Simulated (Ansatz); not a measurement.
Where the default PAW files enter, the runs use the earlier of Ansatz's two default sets.

Tunnelling through a barrier is set by its complex band structure: the current falls as exp(−2κd) with the smallest κ.

Here is the system:

```
C
1.0
    2.50330     0.00000     0.00000
   -1.25165     2.16792     0.00000
    0.00000     0.00000     4.16897
C
4
Cartesian
  0.00000   1.44528   0.26185
  1.25165   0.72264   3.90712
  1.25165   0.72264   2.34634
  0.00000   1.44528   1.82263
```

Space group of this cell: P6_3/mmc. The cell is taken as given; by LDA its mean pressure is -10.8 GPa.

Transport runs along the normal of the first two printed cell vectors, the (001) plane of the conventional cell.

No gap correction and no spin-orbit coupling; mid-gap values are interpolated between computed energies.

State the band gap and the smallest decay constant κ at mid-gap according to LDA (Ansatz, a quantum-chemistry and plane-wave program).

Gap 3.11 eV on a 18×18×8 mesh; κ = 0.259 1/Å, at the zone centre.
